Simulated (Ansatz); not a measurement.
Consider the following.

```yaml
crystal:
  lattice:
    - [4.50607, 0.00000, 0.00000]
    - [2.25304, 3.90237, 0.00000]
    - [2.25304, -1.30079, 3.52534]
  atoms:
    - { symbol: K, position: [0.00000, 0.00000, 0.00000] }
    - { symbol: Cl, position: [0.00000, 0.50000, 0.50000] }
```

No spin polarisation.

Calculations: PBEsol/PAW in Ansatz (an electronic-structure program), without spin-orbit coupling. Settings: 9×9×9 k-points, 0.05 eV Fermi–Dirac smearing.

**Question.** Predict the band gap.

**Answer.** 4.98 eV.

**Question.** What pressure (mean of the normal stresses, compression positive) does the calculation give?

**Answer.** -0.34 GPa.

**Question.** Predict the electron mass.

**Answer.** 0.44 mₑ (at Γ).

The cells carry an imposed strain or load. Masses are band curvatures over ±0.01 Å⁻¹ around the edge. Stability against distortions was not tested. The cell was made from KCl in the rock salt structure (space group Fm-3m, No. 225) by this change: biaxial strain +2.08 %, plane normal [111], relaxed out of plane.
